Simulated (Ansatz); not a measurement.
Al on the Si site + C vacancy (Al_Si+V_C) in metastable 2H silicon carbide: one set of geometries, relaxed with PBE, evaluated in Ansatz (PAW, plane waves to 420 eV, 500 eV under r2SCAN) with PBE, r2SCAN.

Details: 96-site cell; 2×2×2 shifted k-points; start: the Si site; C 1.89 Å away; charged states image-corrected; energies good to tenths of an eV; relaxed from one start, so a lower configuration may exist; flagged in the runs: a host whose relaxation on this sampling wasn't shown to rest.

```csv
quantity,PBE,r2SCAN
host gap (eV),2.31,(withheld)
ε(+1/0) above the VBM (eV),1.34,(withheld)
"neutral formation energy against fcc Al, graphite, silicon (eV)",3.82,(withheld)
largest moment on one atom at charge 0 (μB),0.09,(withheld)
```

Q: Given the lower rungs, what does r2SCAN give?

A: 
- host gap (eV), r2SCAN: 2.68
- ε(+1/0) above the VBM (eV), r2SCAN: 1.48
- neutral formation energy against fcc Al, graphite, silicon (eV), r2SCAN: 4.17
- largest moment on one atom at charge 0 (μB), r2SCAN: 0.10

Ansatz is a program for electronic structure.
